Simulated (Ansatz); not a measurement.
Consider a periodic stack without vacuum, tetragonal indium (1 0 1) on cubic KTaO3 (1 1 1) (film strained to the substrate, started from cuts of the bulks and a machine-learned relaxation; slabs K5Ta6O15 and In12, which can lie off the formulas): substrate slab K5Ta6O15, film In12, surface cells [[1, -1], [0, 1]] and [[-3, -2], [3, 1]], film strained by -4.7 and -1.3 %, outermost planes Ta/Ta and In/In as cut, which need not be the usual terminations and can put a slab off its formula. Its start:

```yaml
crystal:
  lattice:
    - [5.69164, 0.00000, 0.04246]
    - [-2.84582, 4.92910, -0.00641]
    - [1.61337, 0.89812, 24.95250]
  atoms:
    - { symbol: K, position: [0.55044, 0.09274, 0.09317] }
    - { symbol: Ta, position: [0.23201, 0.43246, 0.05449] }
    - { symbol: O, position: [0.54823, 0.58929, 0.09517] }
    - { symbol: O, position: [0.04374, 0.09031, 0.09406] }
    - { symbol: O, position: [0.04840, 0.59702, 0.09290] }
    - { symbol: K, position: [0.17351, 0.40676, 0.19088] }
    - { symbol: Ta, position: [0.86177, 0.74937, 0.14180] }
    - { symbol: O, position: [0.17748, 0.90885, 0.18816] }
    - { symbol: O, position: [0.67662, 0.40612, 0.18846] }
    - { symbol: O, position: [0.67448, 0.90721, 0.18865] }
    - { symbol: K, position: [0.80153, 0.72213, 0.28200] }
    - { symbol: Ta, position: [0.48908, 0.06466, 0.23471] }
    - { symbol: O, position: [0.80140, 0.22166, 0.28217] }
    - { symbol: O, position: [0.30076, 0.72221, 0.28208] }
    - { symbol: O, position: [0.30205, 0.22287, 0.28181] }
    - { symbol: K, position: [0.42970, 0.03723, 0.37317] }
    - { symbol: Ta, position: [0.11521, 0.37904, 0.32949] }
    - { symbol: O, position: [0.42779, 0.53676, 0.37564] }
    - { symbol: O, position: [0.93094, 0.03775, 0.37558] }
    - { symbol: O, position: [0.92834, 0.53448, 0.37565] }
    - { symbol: K, position: [0.05548, 0.34997, 0.47129] }
    - { symbol: Ta, position: [0.74309, 0.69386, 0.42234] }
    - { symbol: O, position: [0.05466, 0.84638, 0.46984] }
    - { symbol: O, position: [0.55493, 0.35452, 0.47049] }
    - { symbol: O, position: [0.56176, 0.85383, 0.46977] }
    - { symbol: Ta, position: [0.37401, 0.00973, 0.50968] }
    - { symbol: In, position: [0.66203, 0.28080, 0.60292] }
    - { symbol: In, position: [0.99069, 0.93323, 0.60031] }
    - { symbol: In, position: [0.33652, 0.63182, 0.59871] }
    - { symbol: In, position: [0.92340, 0.54159, 0.71995] }
    - { symbol: In, position: [0.24740, 0.19411, 0.71278] }
    - { symbol: In, position: [0.57038, 0.86893, 0.71592] }
    - { symbol: In, position: [0.18435, 0.84233, 0.84047] }
    - { symbol: In, position: [0.50192, 0.48797, 0.85203] }
    - { symbol: In, position: [0.82673, 0.13171, 0.83765] }
    - { symbol: In, position: [0.35607, 0.13397, 0.96464] }
    - { symbol: In, position: [0.67691, 0.75848, 0.96665] }
    - { symbol: In, position: [0.02787, 0.44751, 0.95398] }
```

The start was prepared with a machine-learned potential, and the result is one local minimum, with the in-plane cell held and forces under 0.04 eV/Å; the film can end far from its bulk form.

These are PBE (plane waves to 420 eV, PAW; Ansatz, a program for electronic structure) values and carry that method's errors. No spin–orbit coupling; the runs are not spin-polarised; PBE gaps are too small against experiment. Its k-point mesh 6×6×1, Fermi–Dirac width 0.05 eV.

Q: Predict the relaxed interface.

A: 
* **interface area**: 28.1 Å²
* **period**: 24.92 Å
* **heights between the nearest atoms of the two slabs at the two interfaces**: 2.45 and 2.43 Å
* **In–K contacts across the interfaces within 1.22 times the sum of covalent radii**: 6, mean 3.90 Å
* **In–Ta contacts across the interfaces within 1.22 times the sum of covalent radii**: 6, mean 3.13 Å
